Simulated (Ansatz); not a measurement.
Base system: SnSe2 in the 2H-MoS2 type structure (space group P6_3/mmc, No. 194; a = 3.796 Å, c = 12.025 Å; a hypothetical phase, not in the database extracts checked; layered, stacked along the Cartesian z axis). Axes: x lies along a and z along c of the hexagonal cell.

Computed with r2SCAN+rVV10, PAW, 500 eV (Ansatz, a quantum-chemistry and plane-wave program; no spin-orbit coupling).

Perturbation: the cell is scaled by 1.0203 in all directions, atoms relaxed at fixed cell.

**Question.** Predict the stress tensor and what it implies for the stiffness.

**Answer.** Stress of the strained cell less that of the base (GPa, compression positive):
```
   -3.2     0.0     0.0
    0.0    -3.2     0.0
    0.0     0.0    -1.7
```

Then B = −ΔP/(ΔV/V₀) with ΔV/V₀ = 0.0621 gives secant stiffness values (nonlinear terms included at this strain): B (at held cell shape, above the free-shape value) ≈ 43 GPa.

As a check, the harmonic strain energy −½ V₀ Δσ:ε is 13 meV/atom; the computed energy rise is 14 meV/atom.

Stability against distortions was not tested. The final runs are not spin-polarised.
